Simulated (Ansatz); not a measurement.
# Short convergence ladders for MnRh (P4mm, 2 atoms in the cell)

```yaml
crystal:
  lattice:
    - [3.03657, 0.00000, 0.00000]
    - [0.00000, 3.03657, 0.00000]
    - [0.00000, 0.00000, 3.03657]
  atoms:
    - { symbol: Mn, position: [0.00000, 0.00000, 0.01647], spin: 4.0 }
    - { symbol: Rh, position: [0.50000, 0.50000, 0.50000], spin: 1.0 }
```
(The spins are starting values, not results.)

Base method: PBEsol, default PAW files made with PBE (plane waves; Ansatz, a quantum-chemistry and plane-wave program).

Base settings: basis.ecutwfc = 30.9 Ry; kpoints.mp_grid.grid = 9 9 9; hamiltonian.xc = pbesol; hamiltonian.pseudopotentials = {kind: paw} (the program's default PAW files); magnetization.spin_polarized = true; scf.occupations.method = gaussian; scf.occupations.width = 0.0073 Ry.

The count of work is k-points × plane waves × bands × iterations; it is no time. Core times come from one kind of shared machine, to one figure; runs under 30 s give none.

**The cutoff for other potential files**

Level: DFT, PBEsol, plane waves, harder PAW files (source: ansatz) made with PBE.

In this ladder: hamiltonian.pseudopotentials = {kind: paw, source: ansatz}.

The second cell is the first with its lattice scaled by 0.98.

The mesh stays at the base's, so the ladder's end is converged at best in this setting alone.

The first pressure column holds Ansatz's estimate of the finite-basis (Pulay) stress, which hides part of the cutoff error; the other is without it.

Only quantities that move along the ladder and can be compared are tabulated.

```tsv
basis.ecutwfc	free energy less the last step's (meV/atom)	energy of the compressed cell less the first (meV/atom)	pressure (GPa)	pressure without the Pulay estimate (GPa)	largest difference of a force vector from the last step's (eV/Å)	count of work / last	core time / last (rough)
23.9 Ry	3662.27	-64.89	-15.18	-211.05	0.111	0.12	–
29 Ry	800.29	-21.77	-9.45	-62.98	0.020	0.16	–
37.1 Ry	66.32	-18.57	-9.03	-15.04	0.001	0.24	–
44.8 Ry	4.99	-17.69	-8.87	-9.44	0.000	0.28	–
52.9 Ry	0.75	-17.58	-8.85	-8.88	0.000	0.36	0.4
63.6 Ry	0.25	-17.58	-8.85	-8.86	0.000	0.48	0.5
79.4 Ry	0.13	-17.59	-8.85	-8.85	0.000	0.67	0.7
105.8 Ry	0.00	-17.60	-8.85	-8.85	0.000	1.0	1
```

Coarsest basis.ecutwfc that holds the forces within 0.005 eV/Å of the last step, with all finer ones: 37.1 Ry, at 0.24 of the last step's count of work; the step before is off by 0.020 eV/Å.

Coarsest basis.ecutwfc that holds the energy of the compressed cell less the first within 0.2 meV/atom of the last step, with all finer ones: 44.8 Ry, at 0.28 of the last step's count of work; the step before is off by 0.97 meV/atom.

Coarsest basis.ecutwfc that holds the pressure within 0.5 GPa of the last step, with all finer ones: 37.1 Ry, at 0.24 of the last step's count of work; the step before is off by 0.60 GPa.

The energy difference between the two cells stays within 1 meV/atom of the last step's from 37.1 Ry on, the total only from 52.9 Ry on: much of the error is common to both cells and cancels.

At the lowest cutoff the pressure without the Pulay estimate lies 202 GPa under the last step's, the usual sign of Pulay stress in an incomplete plane-wave basis.

**The relaxed cell against the cutoff**

On MnRh (Pm-3m, 2 atoms in the cell): atoms on their sites.

In this ladder: relax = cell and atoms.

The mesh stays at the base's, so the ladder's end is converged at best in this setting alone.

Only quantities that move along the ladder and can be compared are tabulated.

| basis.ecutwfc | relaxed volume (Å³/atom) | relaxation steps |
|---|---|---|
| 21.7 Ry | 13.358 | 19 |
| 26.1 Ry | 13.341 | 7 |
| 30.9 Ry | 13.333 | 5 |
| 37.1 Ry | 13.333 | 5 |
| 46.3 Ry | 13.332 | 5 |
| 61.7 Ry | 13.332 | 5 |

Coarsest basis.ecutwfc that holds the relaxed volume within 0.013 Å³/atom of the last step, with all finer ones: 26.1 Ry; the step before is off by 0.026 Å³/atom.

On the base run: the starting cell comes from a database of computed structures (which also holds hypothetical and non-ambient phases and stackings), without a prior relaxation at this level. Its lattice was rescaled by up to half a per cent. One atom was moved a little off its site on purpose. The magnetic order is the one reached from the typed start; others were not searched systematically.

Left out of this page: 2 runs of the series stopped by limits of time or memory.

Keys are those of Ansatz 0.2.
